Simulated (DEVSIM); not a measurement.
System: illuminated GaAs p-on-n cell, one wavelength, at 300 K.

```
layer (left to right)  material  thickness (μm)  Nd (cm⁻³)  Na (cm⁻³)   τn (s)   τp (s)  absorption coefficient (cm⁻¹)
---------------------  --------  --------------  ---------  ---------  -------  -------  -----------------------------
1                          GaAs           0.150          -     1.4e18  8.9e-12  1.1e-10                          76000
2                          GaAs            1.50     4.9e15          -  8.1e-10  8.1e-10                          76000
```

Left contact: ohmic, minority electron recombination velocity 1000 cm/s. Right contact: ohmic, minority hole recombination velocity 40000 cm/s. Voltage is applied to the left contact. Recombination: SRH at mid-gap, radiative, Auger. Light enters at the left, 1.2e17 photons cm⁻² s⁻¹, one pass, no reflection. Mobility is constant in doping.

This is a model device: material constants are rounded textbook-type values typed into the input, and sizes, dopings and lifetimes were drawn at random. Values at 300 K.

```tsv
parameter	GaAs
gap (eV)	1.424
affinity (eV)	4.07
permittivity	12.9
Nc (cm⁻³)	4.7e17
Nv (cm⁻³)	9e18
μn (cm²/Vs)	8500
μp (cm²/Vs)	400
B (cm³/s)	2e-10
Cn (cm⁶/s)	1e-30
Cp (cm⁶/s)	1e-30
```

Model (solved in DEVSIM): 1D drift-diffusion, Boltzmann statistics, complete ionisation; no tunnelling, impact ionisation, image-force lowering or self-heating.

Question: Tabulate band edges, carrier densities and field at -2.0 V on the left contact, in the dark.

Answer: Energies count from the Fermi level of the right contact; mesh points crowd at the junctions.

```json
[
 {"x (μm)": "0.000", "Ec (eV)": "3.376", "Ev (eV)": "1.952", "n (cm⁻³)": "< 1e2", "p (cm⁻³)": "1.4e18", "field (V/cm)": "≈ 0"},
 {"x (μm)": "0.01266", "Ec (eV)": "3.376", "Ev (eV)": "1.952", "n (cm⁻³)": "< 1e2", "p (cm⁻³)": "1.4e18", "field (V/cm)": "≈ 0"},
 {"x (μm)": "0.03161", "Ec (eV)": "3.376", "Ev (eV)": "1.952", "n (cm⁻³)": "< 1e2", "p (cm⁻³)": "1.4e18", "field (V/cm)": "≈ 0"},
 {"x (μm)": "0.05538", "Ec (eV)": "3.376", "Ev (eV)": "1.952", "n (cm⁻³)": "< 1e2", "p (cm⁻³)": "1.4e18", "field (V/cm)": "≈ 0"},
 {"x (μm)": "0.09437", "Ec (eV)": "3.376", "Ev (eV)": "1.952", "n (cm⁻³)": "< 1e2", "p (cm⁻³)": "1.4e18", "field (V/cm)": "≈ 0"},
 {"x (μm)": "0.1182", "Ec (eV)": "3.376", "Ev (eV)": "1.952", "n (cm⁻³)": "< 1e2", "p (cm⁻³)": "1.4e18", "field (V/cm)": "-22"},
 {"x (μm)": "0.1372", "Ec (eV)": "3.374", "Ev (eV)": "1.950", "n (cm⁻³)": "< 1e2", "p (cm⁻³)": "1.3e18", "field (V/cm)": "-3900"},
 {"x (μm)": "0.1531", "Ec (eV)": "3.314", "Ev (eV)": "1.891", "n (cm⁻³)": "< 1e2", "p (cm⁻³)": "1.3e17", "field (V/cm)": "-73000"},
 {"x (μm)": "0.1683", "Ec (eV)": "3.212", "Ev (eV)": "1.788", "n (cm⁻³)": "< 1e2", "p (cm⁻³)": "2.5e15", "field (V/cm)": "-65000"},
 {"x (μm)": "0.1918", "Ec (eV)": "3.062", "Ev (eV)": "1.638", "n (cm⁻³)": "< 1e2", "p (cm⁻³)": "7.4e12", "field (V/cm)": "-63000"},
 {"x (μm)": "0.2322", "Ec (eV)": "2.812", "Ev (eV)": "1.388", "n (cm⁻³)": "< 1e2", "p (cm⁻³)": "4.6e8", "field (V/cm)": "-61000"},
 {"x (μm)": "0.3187", "Ec (eV)": "2.313", "Ev (eV)": "0.890", "n (cm⁻³)": "< 1e2", "p (cm⁻³)": "2600", "field (V/cm)": "-55000"},
 {"x (μm)": "0.4239", "Ec (eV)": "1.777", "Ev (eV)": "0.353", "n (cm⁻³)": "< 1e2", "p (cm⁻³)": "2300", "field (V/cm)": "-47000"},
 {"x (μm)": "0.5865", "Ec (eV)": "1.097", "Ev (eV)": "-0.327", "n (cm⁻³)": "160", "p (cm⁻³)": "1400", "field (V/cm)": "-36000"},
 {"x (μm)": "0.9300", "Ec (eV)": "0.259", "Ev (eV)": "-1.165", "n (cm⁻³)": "2.1e13", "p (cm⁻³)": "< 1e2", "field (V/cm)": "-13000"},
 {"x (μm)": "1.211", "Ec (eV)": "0.121", "Ev (eV)": "-1.303", "n (cm⁻³)": "4.3e15", "p (cm⁻³)": "< 1e2", "field (V/cm)": "-550"},
 {"x (μm)": "1.375", "Ec (eV)": "0.118", "Ev (eV)": "-1.306", "n (cm⁻³)": "4.9e15", "p (cm⁻³)": "< 1e2", "field (V/cm)": "-40"},
 {"x (μm)": "1.480", "Ec (eV)": "0.118", "Ev (eV)": "-1.306", "n (cm⁻³)": "4.9e15", "p (cm⁻³)": "< 1e2", "field (V/cm)": "≈ 0"},
 {"x (μm)": "1.567", "Ec (eV)": "0.118", "Ev (eV)": "-1.306", "n (cm⁻³)": "4.9e15", "p (cm⁻³)": "< 1e2", "field (V/cm)": "≈ 0"},
 {"x (μm)": "1.608", "Ec (eV)": "0.118", "Ev (eV)": "-1.306", "n (cm⁻³)": "4.9e15", "p (cm⁻³)": "< 1e2", "field (V/cm)": "≈ 0"},
 {"x (μm)": "1.631", "Ec (eV)": "0.118", "Ev (eV)": "-1.306", "n (cm⁻³)": "4.9e15", "p (cm⁻³)": "< 1e2", "field (V/cm)": "≈ 0"},
 {"x (μm)": "1.650", "Ec (eV)": "0.118", "Ev (eV)": "-1.306", "n (cm⁻³)": "4.9e15", "p (cm⁻³)": "< 1e2", "field (V/cm)": "≈ 0"}
]
```
